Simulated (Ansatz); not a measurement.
# BaPdP (space group P2_1/c, No. 14; a cell from a computed database, its experimental status unchecked)

```
CELL_PARAMETERS angstrom
      6.19885     0.00000     0.00000
      0.00000     7.68547     0.00000
     -4.81843     0.00000     6.14643
ATOMIC_POSITIONS crystal
  Ba 0.36528 0.47762 0.18001
  Ba 0.63472 0.52238 0.81999
  Ba 0.63472 0.97762 0.31999
  Ba 0.36528 0.02238 0.68001
  P  0.91354 0.17352 0.13109
  P  0.08646 0.82648 0.86891
  P  0.08646 0.67352 0.36891
  P  0.91354 0.32648 0.63109
  Pd 0.99680 0.37664 0.37793
  Pd 0.00320 0.62336 0.62207
  Pd 0.00320 0.87664 0.12207
  Pd 0.99680 0.12336 0.87793
```

All numbers come from PBEsol, PAW, 420 eV (Ansatz, a first-principles code; no spin-orbit coupling). Γ-centred 8×5×6 mesh, Fermi–Dirac width 0.05 eV.

| Quantity | Result |
|---|---|
| Volume per atom | 24.40 Å³ |
| Density | 6.23 g/cm³ |
| Band gap | zero |
| Total energy | -4504.119 eV/atom (σ→0; compares only within this code and set-up) |

No phonon test of stability was made. The final runs are not spin-polarised. Gaps under 0.05 eV, about the width of the smearing, are given as zero. A zero or small gap of BaPdP can be the functional's error rather than a property of the material.
